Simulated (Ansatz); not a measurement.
The parent structure is PbTe in the rock salt structure (space group Fm-3m, No. 225; a = 6.534 Å). Axes: x, y, z lie along the cube axes.

Method: DFT with r2SCAN, PAW potentials and a 500 eV plane-wave cutoff in Ansatz (a program for electronic structure), without spin-orbit coupling.

Perturbation: a pure shear with ε_xy = ε_yx = 0.0114; the atoms relax in the strained cell.

Problem. Predict the stress tensor and what it implies for the stiffness.

Solution. Stress of the strained cell less that of the base (GPa, compression positive):
```
   0.01   -0.35    0.00
  -0.35    0.01    0.00
   0.00    0.00   -0.01
```

Then −Δσ/γ with γ = 2ε = 0.0228 gives relaxed-ion elastic constants: C66 ≈ 15 GPa.

No phonon test of stability was made.
